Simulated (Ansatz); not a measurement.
Defect: N-vacancy pair (N on one host O site, one O site vacant) in monoclinic HfO2, charge state +1. The step: one O atom jumps into the vacancy from a nearby O site (N-vacancy distance between ideal sites 2.58 → 4.05 Å); the atom moves 1.92 Å along (0.36, 0.08, 0.14) of the unit cell; the moving atom starts with neighbours 2 Hf at 2.13, Hf at 2.39, Hf at 2.42; O at 2.60, O at 2.66, O at 2.67 Å and ends with Hf at 2.03, Hf at 2.07, Hf at 2.27 Å. DFT values are from Ansatz (plane-wave PAW, 420 eV unless said) in a cell of 96 host sites, spin-restricted, static, with no finite-size correction. The charge state is imposed; whether it is stable for some Fermi level was not computed. Forms of the defect that were not tried may lie lower. The start lies 0.64 eV above the lowest site run (PBE). For the PBE band: the saddle point's order was not checked.

```tsv
Level	Forward barrier (eV)	Cost of the band or of the saddle's single point
CHGNet universal potential (has no charge state), its own band	0.59	-
PBE, the Γ point alone, band relaxed	0.72	roughly 24 core-minutes
PBE, a 2×2×2 k-point mesh shifted by half a step, same geometries	0.75	around 10 core-minutes (rough)
r2SCAN at 500 eV, the Γ point alone, same geometries	0.72	roughly 2.9 core-minutes
```

Ansatz is a first-principles code.
